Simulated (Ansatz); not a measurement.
Given:

```
GaN
1.0
    3.11045     0.00000     0.00000
   -1.55522     2.69373     0.00000
    0.00000     0.00000     5.06949
Ga N
2 2
Cartesian
  1.55522   0.89791   2.53135
  0.00000   1.79582   5.06609
  1.55522   0.89791   4.43919
  0.00000   1.79582   1.90445
```

Calculation: PBEsol, rigid bands (plane waves, PAW, scalar-relativistic; Ansatz, a first-principles code). Condition of this run: hydrostatic pressure 15 GPa (the target of the relaxation). How the cell was made: cell and atoms relaxed with PBEsol, then loaded as said.

### Question
What conductivity effective mass do dilute electrons have at 300 K?

### Answer
0.22 (x), 0.22 (y), 0.198 (z) mₑ.

### Question
What conductivity effective mass do dilute holes have at 300 K?

### Answer
1.31 (x), 1.31 (y), 1.79 (z) mₑ.

### Question
And the band gap?

### Answer
2.32 eV at this level; semilocal functionals usually fall short of the measured gap.

Rigid bands, one relaxation time for all states, no polarons. Spin-orbit coupling is left out; where it splits the top of the valence band it changes the hole mass and lowers the gap by about a third of the splitting.
